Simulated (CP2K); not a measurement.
A self-consistent single point of AlCr₂C (P6_3/mmc, 8 atoms in the cell) with CP2K.

Level of theory: PBE, GPW, DZVP-MOLOPT-SR-GTH basis, GTH-PBE potentials (GTH_POTENTIALS) run with CP2K.

The change in words: lattice scaled by 0.98. Reference geometry:
```
CELL_PARAMETERS angstrom
      2.78272     0.00000     0.00000
     -1.39136     2.40991     0.00000
      0.00000     0.00000    12.41235
ATOMIC_POSITIONS crystal
  Al 0.66667 0.33333 0.25000
  Al 0.33333 0.66667 0.75000
  Cr 0.33333 0.66667 0.41494
  Cr 0.66667 0.33333 0.58506
  Cr 0.66667 0.33333 0.91494
  Cr 0.33333 0.66667 0.08506
  C  0.00000 0.00000 0.50000
  C  0.00000 0.00000 0.00000
```

Reference input (self-consistent single point, DFT PBE, GPW, DZVP-MOLOPT-SR-GTH basis, GTH-PBE potentials (GTH_POTENTIALS)): CUTOFF = 600 Ry; REL_CUTOFF = 50 Ry; SMEAR/METHOD = FERMI_DIRAC; ELECTRONIC_TEMPERATURE = 1578.21 K; KPOINTS/SCHEME = MONKHORST-PACK 9 9 2; GAMMA_CENTERED = T; XC_FUNCTIONAL = PBE; Al/BASIS_SET = DZVP-MOLOPT-SR-GTH-q3; Al/POTENTIAL = GTH-PBE-q3; Cr/BASIS_SET = DZVP-MOLOPT-SR-GTH-q14; Cr/POTENTIAL = GTH-PBE-q14; C/BASIS_SET = DZVP-MOLOPT-SR-GTH-q4. This run's input differs from it in these lines:

```diff
@@ -64,5 +64,5 @@
     &CELL
-      A 2.78272400 0.00000000 0.00000000
-      B -1.39136200 2.40990900 0.00000000
-      C 0.00000000 0.00000000 12.41234900
+      A 2.72707000 0.00000000 0.00000000
+      B -1.36353500 2.36171100 0.00000000
+      C 0.00000000 0.00000000 12.16410200
       PERIODIC XYZ
```

Output, abridged:

```
 SCF WAVEFUNCTION OPTIMIZATION

  Step     Update method      Time    Convergence         Total energy    Change
     1 NoMix/Diag. 0.20E+00      -     1.03421079      -365.0458990976 -3.65E+02
     2 Broy./Diag. 0.20E+00      -     0.16621226      -378.4857306234 -1.34E+01
     3 Broy./Diag. 0.20E+00      -     0.15653385      -370.0489914745  8.44E+00
     4 Broy./Diag. 0.20E+00      -     0.00692513      -362.5810864975  7.47E+00
     5 Broy./Diag. 0.20E+00      -     0.02414482      -363.5405223875 -9.59E-01
     6 Broy./Diag. 0.20E+00      -     0.00263171      -362.9564006234  5.84E-01
   [... 10 lines left out ...]
    17 Broy./Diag. 0.20E+00      -     0.00000416      -362.9225793962 -5.59E-05
    18 Broy./Diag. 0.20E+00      -     0.00000029      -362.9225981962 -1.88E-05
    19 Broy./Diag. 0.20E+00      -     0.00000040      -362.9225900936  8.10E-06
    20 Broy./Diag. 0.20E+00      -     0.00000006      -362.9225858261  4.27E-06
  *** SCF run converged in    20 steps ***

  Overlap energy of the core charge distribution:               0.00000000023580
  Self energy of the core charge distribution:               -635.68979874264903
  Core Hamiltonian energy:                                    173.11161605602692
  Hartree energy:                                             145.44160533978712
  Exchange-correlation energy:                                -45.77354385629036
  Electronic entropic energy:                                  -0.01246462394422
  Fermi energy:                                                 0.51509779171181

  Total energy:                                              -362.92258582612106
  Total energy (extrapolated to T->0):                       -362.91635351414897

                     Mulliken Population Analysis

   [... lines left out ...]

 STRESS| Analytical stress tensor [bar]
 STRESS|                        x                   y                   z
 STRESS|      x        3.47422324495E+05   1.38539082243E+00   3.17931837736E-07
 STRESS|      y        1.38539082243E+00   3.47425093566E+05   1.11172047482E-01
 STRESS|      z        3.17931837736E-07   1.11172047482E-01   3.73778134730E+05
 STRESS| 1/3 Trace                                             3.56208517597E+05
```

The run converged in 20 iterations. Against the reference run the free energy goes up by 96.5 meV/atom, the pressure goes from 15.86 to 35.62 GPa and the largest force goes from 0.604 to 1.462 eV/Å.

The starting cell comes from a database of computed structures (which also holds hypothetical and non-ambient phases and stackings), without a prior relaxation at this level. Its lattice was rescaled by a random factor within 2.5 % of one. For this run, on top of that: lattice scaled by 0.98. Spin polarisation is off. Values carry the incompleteness of an atom-centred basis. With a pressure of about 36 GPa the cell is away from its equilibrium volume at this level. Forces in this geometry exceed 1 eV/Å.

Cost on one core of a shared machine: roughly 3 min.
